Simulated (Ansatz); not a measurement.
The reference is BeS in the zinc blende structure (space group F-43m, No. 216; a = 4.838 Å). Axes: x, y, z lie along the cube axes.

Method: DFT with PBEsol, PAW potentials and a 420 eV plane-wave cutoff in Ansatz (a first-principles code), without spin-orbit coupling.

For the base:

- Valence-band top at Γ: 0.00, 0.00, 0.00 eV
- Band gap: 2.91 eV

Modification: biaxial strain −2.50 %, plane normal [111], relaxed out of plane (Cartesian); in-plane vectors clamped, the third vector and the atoms free.

Problem. What happens to the ratio −ε⊥/ε∥?

Solution. The ratio −ε⊥/ε∥ amounts to 0.42.

Problem. What does the calculation give for the valence-band top at Γ after the change?

Solution. The valence-band top at Γ (three highest levels, from the VBM) becomes 0.00, 0.00, -0.33 eV (base: 0.00, 0.00, 0.00 eV).

Problem. What does the calculation give for the band gap after the change?

Solution. The band gap drops by 0.23 eV to 2.68 eV.

Whether these cells are dynamically stable was not tested.
